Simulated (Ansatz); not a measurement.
Base system: As (space group R-3m, No. 166; layered; relaxed with 0.1 eV smearing).

```xyz
2
Lattice="1.8724 1.0811 3.2515 -1.8724 1.0811 3.2515 0.0000 -2.1621 3.2515" Properties=species:S:1:pos:R:3 pbc="T T T"
As     0.0000     0.0000     2.2709
As     0.0000     0.0000     7.4837
```

Computed with PBEsol-D3(BJ), PAW, 420 eV (Ansatz, an electronic-structure program; no SOC).

Base values:

| Item | Value |
|---|---|
| Pressure | 0.0 GPa |

Now apply this change: every lattice vector is stretched by 2.88 %, atoms relaxed at fixed cell.

Problem. What happens to the energy relative to the base?

Solution. The energy goes up by 30 meV/atom.

Problem. Estimate the effect on the pressure.

Solution. The pressure (mean of the normal stresses, compression positive) goes from zero to -5.1 GPa.

Problem. How does this affect the largest internal atomic displacement?

Solution. The largest internal atomic displacement amounts to 0.035 Å.

The cells carry an imposed strain or load. No phonon test of stability was made.
